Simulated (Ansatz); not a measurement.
Consider GaSb in the zinc blende structure (space group F-43m, No. 216).

```
GaSb
1.0
    0.00000     3.05569     3.05569
    3.05569     0.00000     3.05569
    3.05569     3.05569     0.00000
Sb Ga
1 1
Direct
  0.25000   0.25000   0.25000
  0.00000   0.00000   0.00000
```

The values are results of PBEsol in Ansatz (plane waves to 420 eV, PAW, no spin-orbit coupling), not measurements.

One thing is altered: N takes the place of Sb on all its sites; the structure is relaxed again.

Measured lattice parameter a: GaSb 6.0959 Å (room temperature; as listed in I. Vurgaftman, J. R. Meyer, L. R. Ram-Mohan, Journal of Applied Physics (2001)); GaN 4.5 Å (room temperature; as listed in I. Vurgaftman, J. R. Meyer, L. R. Ram-Mohan, Journal of Applied Physics (2001)).

### Question
How well does PBEsol reproduce the measured shift?

### Answer
With PBEsol the lattice parameter a moves by -1.613 Å (6.111 → 4.498) against -1.596 Å measured.

Whether these cells are dynamically stable was not tested. All final runs are without spin polarisation. This is not the structure that GaN has at room temperature and ambient pressure.

Ansatz is a program for electronic structure.
